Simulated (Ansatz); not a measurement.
# Response to strain in WSi2

The reference is WSi₂ (space group I4/mmm, No. 139; a = 3.229 Å, c = 7.870 Å; relaxed with 0.1 eV smearing).

Strains are applied to the cell and any free atomic positions relax.

All numbers come from PBE, PAW, 420 eV (Ansatz, a program for electronic structure; no spin-orbit coupling).

Notes on the quantities. energy relative to the base: free energy F.

```tsv
change	energy relative to the base	volume per atom
base	0 meV/atom	13.67 Å³
isotropic strain −3.00 %	+84 meV/atom	12.48 Å³
isotropic strain −2.50 %	+57 meV/atom	12.67 Å³
isotropic strain −2.00 %	+36 meV/atom	12.87 Å³
isotropic strain −1.50 %	[?]	13.07 Å³
isotropic strain −0.50 %	+2.1 meV/atom	13.47 Å³
isotropic strain +0.50 %	+2.1 meV/atom	13.88 Å³
isotropic strain +1.00 %	+8.1 meV/atom	14.09 Å³
isotropic strain +2.50 %	+48 meV/atom	14.73 Å³
isotropic strain +3.00 %	[?]	14.94 Å³
```

### Question
What belongs in the blanks?

### Answer

- isotropic strain −1.50 %, energy relative to the base: +20 meV/atom
- isotropic strain +3.00 %, energy relative to the base: +68 meV/atom

No phonon test of stability was made. All final runs are without spin polarisation.
